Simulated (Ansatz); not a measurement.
**Bi (Cmce, No. 64, 8 atoms in the cell; start mp-1078637; another form than the element's usual one)**

Method: PBEsol (Ansatz, a first-principles code, PAW).

Run with plane-wave cutoff 520 eV, 10×10×8 k mesh (along the axes of the cell as run), Fermi–Dirac smearing 0.05 eV, scalar-relativistic PAW data made under PBE.

Cell (relaxed at this level):

Space group Cmce (No. 64); a = 11.2243 Å, b = 6.6145 Å, c = 6.6387 Å, α = β = γ = 90.00°

```tsv
atom	site	symmetry	x	y	z
Bi	8d	2..	0.2065	0.0000	0.0000
Bi	8f	m..	0.0000	0.1750	0.3286
```
(The calculation used a cell of 8 atoms; values per cell refer to that cell.)

```
Item               Result
---------------  --------
band gap             none
bulk modulus B0  53.4 GPa
```

Note: the relaxation could not lower the start's symmetry, so the cell can be a saddle point above a distorted one; the bulk modulus is −V dP/dV from two relaxed cells at ±2 % in volume.

Spin–orbit coupling is not included; it can shift volumes and moduli of such heavy elements.

Static lattice: no zero-point or thermal effects.

A start named mp-… is a Materials Project structure, which need not be a measured phase.
